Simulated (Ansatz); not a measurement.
CdTe (model structure, Pm-3m, No. 221, 2 atoms in the cell), treated with r²SCAN (Ansatz, a program for electronic structure, PAW).

Settings: plane-wave cutoff 560 eV, 16×16×16 k mesh, Fermi–Dirac smearing 0.05 eV, scalar-relativistic PAW data made under PBE.

Cell (relaxed at this level):

```
CdTe
1.0
    3.76805     0.00000     0.00000
    0.00000     3.76805     0.00000
    0.00000     0.00000     3.76805
Cd Te
1 1
Direct
  0.00000   0.00000   0.00000
  0.50000   0.50000   0.50000
```

Problem. Give the computed bulk modulus.

Solution. 
- bulk modulus: 49.8 GPa

The run finds no gap.

Note: the bulk modulus is −V dP/dV from two relaxed cells at ±2 % in volume; the relaxation could raise the start's symmetry but not lower it, so the cell can be a saddle point.

Spin–orbit coupling is not included; it can open a gap where bands touch, and shift volumes and moduli.

The computed numbers hold no vibrational or temperature effects.

It cost about 5 core-minutes (a rough figure) of CPU time.

A model structure was made by putting elements into a prototype or built by hand; it is no filed structure, need not be a known phase, and can be a saddle point held by its symmetry.
